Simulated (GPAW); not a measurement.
Band structure of Pt₃Ti (Pm-3m, 4 atoms in the cell).

```xyz
4
Lattice="3.9200 0.0000 0.0000 0.0000 3.9200 0.0000 0.0000 0.0000 3.9200" Properties=species:S:1:pos:R:3 pbc="T T T"
Ti     0.0000     0.0000     0.0000
Pt     0.0000     1.9600     1.9600
Pt     1.9600     0.0000     1.9600
Pt     1.9600     1.9600     0.0000
```

Level of theory: PBE, GPAW PAW datasets PBE (gpaw-data 1.0.1) (plane waves; GPAW).

Settings: mode = pw; ecut = 850 eV; xc = PBE; kpts = 6 6 6; mesh shift (steps) = 0 0 0; occupations.name = fermi-dirac; occupations.width = 0.1 eV; nbands = -12; convergence.density = 1e-05 e/electron; symmetry.symmorphic = false; symmetry.tolerance = 0.0005; maxiter = 150; bandpath_npoints = 40.

The starting cell has typed, rounded lattice constants, without a prior relaxation at this level. Spin-orbit coupling is off. Spin polarisation is off.

Levels in eV from the Fermi level, bands 27 to 34:
```json
[
 {"point": "Γ", "27": "0.03", "28": "0.03", "29": "0.03", "30": "1.41", "31": "1.41", "32": "1.67", "33": "1.67", "34": "1.67"},
 {"point": "X", "27": "-2.58", "28": "-2.52", "29": "-1.34", "30": "-0.13", "31": "-0.13", "32": "0.03", "33": "0.53", "34": "0.80"},
 {"point": "M", "27": "-3.02", "28": "-2.33", "29": "-2.22", "30": "-2.19", "31": "0.27", "32": "0.27", "33": "0.44", "34": "1.49"},
 {"point": "R", "27": "-0.59", "28": "-0.59", "29": "-0.59", "30": "-0.45", "31": "-0.45", "32": "-0.45", "33": "1.21", "34": "1.21"}
]
```

Bands cross the Fermi level along this path, so the cell is metallic at this level.
